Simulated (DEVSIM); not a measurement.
System: illuminated Si n-on-p cell, one wavelength, at 300 K.

```csv
layer (left to right),material,thickness (μm),Nd (cm⁻³),Na (cm⁻³),τn (s),τp (s),absorption coefficient (cm⁻¹)
1,Si,0.770,1.3e19,-,0.00017,0.00068,160
2,Si,70.0,-,9.9e16,0.00099,0.00099,160
```

Left contact: ohmic, minority hole recombination velocity 1e5 cm/s. Right contact: ohmic, minority electron recombination velocity 600 cm/s. Voltage is applied to the left contact. Recombination: SRH at mid-gap, radiative, Auger. Light enters at the left, 7.3e16 photons cm⁻² s⁻¹, one pass, no reflection. Mobility is constant in doping.

The device is made up for the run: typed textbook-type constants, with dimensions and the other settings drawn at random. Values at 300 K.

```
parameter           Si
-------------  -------
gap (eV)         1.124
affinity (eV)     4.05
permittivity      11.7
Nc (cm⁻³)      2.86e19
Nv (cm⁻³)       3.1e19
μn (cm²/Vs)       1417
μp (cm²/Vs)        470
B (cm³/s)      4.7e-15
Cn (cm⁶/s)     2.8e-31
Cp (cm⁶/s)     9.9e-32
```

Model (solved in DEVSIM): 1D drift-diffusion, Boltzmann statistics, complete ionisation; no tunnelling, impact ionisation, image-force lowering or self-heating.

Task: Tabulate band edges, carrier densities and field at zero bias, in the dark.

Result: Energies count from the Fermi level of the right contact; mesh points crowd at the junctions.

| x (μm) | Ec (eV) | Ev (eV) | n (cm⁻³) | p (cm⁻³) | field (V/cm) |
|---|---|---|---|---|---|
| 0.000 | 0.020 | -1.104 | 1.3e19 | < 1e2 | ≈ 0 |
| 0.03384 | 0.020 | -1.104 | 1.3e19 | < 1e2 | ≈ 0 |
| 0.1123 | 0.020 | -1.104 | 1.3e19 | < 1e2 | ≈ 0 |
| 0.2942 | 0.020 | -1.104 | 1.3e19 | < 1e2 | ≈ 0 |
| 0.6185 | 0.020 | -1.104 | 1.3e19 | < 1e2 | ≈ 0 |
| 0.7193 | 0.020 | -1.104 | 1.3e19 | < 1e2 | ≈ 0 |
| 0.7627 | 0.020 | -1.103 | 1.3e19 | < 1e2 | 960 |
| 0.8049 | 0.548 | -0.576 | 1.8e10 | 6.6e9 | 110000 |
| 0.8905 | 0.969 | -0.155 | 1500 | 7.9e16 | 4500 |
| 1.101 | 0.975 | -0.149 | 1200 | 9.9e16 | ≈ 0 |
| 1.616 | 0.975 | -0.149 | 1200 | 9.9e16 | ≈ 0 |
| 3.586 | 0.975 | -0.149 | 1200 | 9.9e16 | ≈ 0 |
| 7.714 | 0.975 | -0.149 | 1200 | 9.9e16 | ≈ 0 |
| 17.84 | 0.975 | -0.149 | 1200 | 9.9e16 | ≈ 0 |
| 48.43 | 0.975 | -0.149 | 1200 | 9.9e16 | ≈ 0 |
| 61.68 | 0.975 | -0.149 | 1200 | 9.9e16 | ≈ 0 |
| 67.08 | 0.975 | -0.149 | 1200 | 9.9e16 | ≈ 0 |
| 69.28 | 0.975 | -0.149 | 1200 | 9.9e16 | ≈ 0 |
| 70.33 | 0.975 | -0.149 | 1200 | 9.9e16 | ≈ 0 |
| 70.61 | 0.975 | -0.149 | 1200 | 9.9e16 | ≈ 0 |
| 70.72 | 0.975 | -0.149 | 1200 | 9.9e16 | ≈ 0 |
| 70.77 | 0.975 | -0.149 | 1200 | 9.9e16 | ≈ 0 |
